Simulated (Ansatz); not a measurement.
## In3SbTe2 (Immm, No. 71, 6 atoms in the cell; start mp-1223976): properties by level of theory

| level (code) | bulk modulus (GPa) | cohesive energy (eV/atom) |
|---|---|---|
| LDA (Ansatz) | [?] | 3.47 |
| PBE (Ansatz) | 43.0 | 2.63 |
| PBEsol (Ansatz) | 51.9 | [?] |
| r²SCAN (Ansatz) | 49.8 | [?] |

**Question.** What belongs in the gaps?

**Answer.** 
- LDA (Ansatz, a quantum-chemistry and plane-wave program), bulk modulus (GPa): 56.4
- PBEsol (Ansatz), cohesive energy (eV/atom): 3.04
- r²SCAN (Ansatz), cohesive energy (eV/atom): 2.69

Caveats: the bulk modulus is −V dP/dV from two relaxed cells at ±2 % in volume (LDA, PBE, PBEsol, r²SCAN); the relaxation could not lower the start's symmetry, so the cell can be a saddle point above a distorted one (LDA, PBE, PBEsol, r²SCAN). Ansatz's density-functional and Hartree–Fock values are scalar-relativistic unless marked +SOC, with PAW data made under PBE.

Unless a cell is named, each level is at its own relaxed cell (LDA 27.65, PBE 30.20, PBEsol 28.46, r²SCAN 29.37 Å³/atom).

Free atoms are spin-polarised, in the lowest state found; at levels without +SOC their spin–orbit coupling is left out.

The computed numbers hold no vibrational or temperature effects.

A start named mp-… is a Materials Project structure, which need not be a measured phase.
